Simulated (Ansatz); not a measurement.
# A computed series for SrCl2: pressure series

Take SrCl2 in the fluorite structure (space group Fm-3m, No. 225; a = 7.041 Å) as the base.

Cell and atoms are relaxed at each pressure.

Level of theory: PBE in Ansatz (plane waves to 420 eV, PAW, no SOC).

Candidates:
(a) pressure −2 GPa
(b) pressure 10 GPa
(c) pressure 5 GPa
(d) pressure 1.5 GPa
(e) pressure 0.3 GPa

Before the change:

The band gap comes out as 5.24 eV.

**Question.** Order them by band gap, highest first.

**Answer.** (c) pressure 5 GPa (5.45 eV), (d) pressure 1.5 GPa (5.39 eV), (b) pressure 10 GPa (5.37 eV), (e) pressure 0.3 GPa (5.27 eV), (a) pressure −2 GPa (4.98 eV)

Load acts through the strain it causes; cell and atoms are relaxed under it. Whether these cells are dynamically stable was not tested. No other phases were tried under pressure.

Ansatz is a quantum-chemistry and plane-wave program.
